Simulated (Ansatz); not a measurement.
## TaS2 under a change: biaxial strain +1.98 %, plane normal [001], relaxed out of plane

The parent structure is TaS2 in the CdI2 type structure (space group P-3m1, No. 164; a = 3.329 Å, c = 5.785 Å; layered, stacked along the Cartesian z axis). Axes: x lies along a and z along c of the hexagonal cell.

Perturbation: biaxial strain +1.98 %, plane normal [001], relaxed out of plane (Cartesian); in-plane vectors clamped, the third vector and the atoms free.

All numbers come from PBE-D3(BJ) (Ansatz, an electronic-structure program), without spin-orbit coupling. k-mesh 16×16×8 (Γ-centred); smearing 0.05 eV (Fermi–Dirac).

| quantity | base | changed | shift |
|---|---|---|---|
| volume per atom | 18.51 Å³ | 19.10 Å³ | +0.59 Å³ |
| space group | P-3m1 (No. 164) | P-3m1 (No. 164) | – |
| shortest interatomic distance | 2.466 Å | 2.478 Å | +0.012 Å |
| pressure (mean of the normal stresses, compression positive) | 0.0 GPa | -2.5 GPa | -2.5 GPa |
| band gap | zero | zero | – |
| out-of-plane strain (rough) | – | -0.78 % | – |
| mean in-plane stress (compression positive) (rough) | – | -3.8 GPa | – |

Final structure (turned so that z lies along the plane normal):

```
CELL_PARAMETERS angstrom
      3.39474     0.00000     0.00000
      1.69737     2.93993     0.00000
      0.00000     0.00000     5.74040
ATOMIC_POSITIONS crystal
  Ta 0.00000 0.00000 0.00000
  S  0.33333 0.33333 0.26401
  S  0.66667 0.66667 0.73599
```

Without a gap, meshes like the base's 16×16×8 leave anisotropic stresses uncertain by several tenths of a GPa, and small strain energies with them. Whether these cells are dynamically stable was not tested. The final runs are not spin-polarised. An odd electron count without spin: TaS2.
